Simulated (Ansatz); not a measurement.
The parent structure is SrO in the rock salt structure (space group Fm-3m, No. 225; a = 5.122 Å).

It is then changed as follows: an isotropic linear strain of +0.50 %; the atoms relax in the strained cell.

Method: plane-wave PAW DFT at the PBEsol level (Ansatz, a quantum-chemistry and plane-wave program, 420 eV), scalar-relativistic without spin-orbit coupling.

Base, band edges from the VBM (valence, conduction): X -0.07, 3.20; W -0.41, 5.99; L -1.15, 6.57; Γ 0.00, 3.93; K -0.44, 4.74; U -0.44, 4.74 eV.

**Question.** Give the band edges at the high-symmetry points of the new zone, measured from its valence-band maximum.

**Answer.** 
```tsv
point	valence edge (eV)	conduction edge (eV)
Γ	0.00	3.82
X	-0.08	3.21
U	-0.46	4.72
K	-0.46	4.72
L	-1.12	6.51
W	-0.43	5.95
```

The gap is 3.21 eV, indirect, Γ → X.

Stability against distortions was not tested.
